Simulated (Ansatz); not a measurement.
Here is the system:

End structure of the (322) surface of fcc Al in its 1x1 cell, outermost plane spacing 0.49 Å in the ideal cut:

```yaml
crystal:
  lattice:
    - [2.85810, 0.00000, 0.00000]
    - [0.00000, 11.78424, 0.00000]
    - [0.00000, 0.00000, 26.50000]
  atoms:
    - { symbol: Al, position: [0.50000, 0.21377, 0.30840] }
    - { symbol: Al, position: [0.00000, 0.41635, 0.32443] }
    - { symbol: Al, position: [0.50000, 0.61881, 0.34275] }
    - { symbol: Al, position: [0.00000, 0.82044, 0.36086] }
    - { symbol: Al, position: [0.50000, 0.02588, 0.37391] }
    - { symbol: Al, position: [0.00000, 0.23746, 0.39965] }
    - { symbol: Al, position: [0.50000, 0.44276, 0.41761] }
    - { symbol: Al, position: [0.00000, 0.64758, 0.43709] }
    - { symbol: Al, position: [0.50000, 0.85197, 0.45388] }
    - { symbol: Al, position: [0.00000, 0.05692, 0.46940] }
    - { symbol: Al, position: [0.50000, 0.26482, 0.49063] }
    - { symbol: Al, position: [0.00000, 0.47048, 0.50937] }
    - { symbol: Al, position: [0.50000, 0.67837, 0.53060] }
    - { symbol: Al, position: [0.00000, 0.88332, 0.54612] }
    - { symbol: Al, position: [0.50000, 0.08772, 0.56291] }
    - { symbol: Al, position: [0.00000, 0.29253, 0.58239] }
    - { symbol: Al, position: [0.50000, 0.49784, 0.60035] }
    - { symbol: Al, position: [0.00000, 0.70941, 0.62609] }
    - { symbol: Al, position: [0.50000, 0.91486, 0.63914] }
    - { symbol: Al, position: [0.00000, 0.11649, 0.65725] }
    - { symbol: Al, position: [0.50000, 0.31895, 0.67557] }
    - { symbol: Al, position: [0.00000, 0.52152, 0.69160] }
```

Model: 22-atom slab, 10.3 Å thick at the start (thin: gaps and levels are the slab's own), 13x4x1 mesh, Fermi-Dirac 0.1 eV, dipole correction, single point; on the structure that PBE left under its start's symmetry; no spin, no spin-orbit, no U.

Estimate the surface energy (mean of both faces) that r2SCAN, at the PBE geometry (Ansatz, an electronic-structure program) returns for this input.

1.04 J/m^2

Give the work function of the top face at the level r2SCAN, at the PBE geometry.

4.19 eV
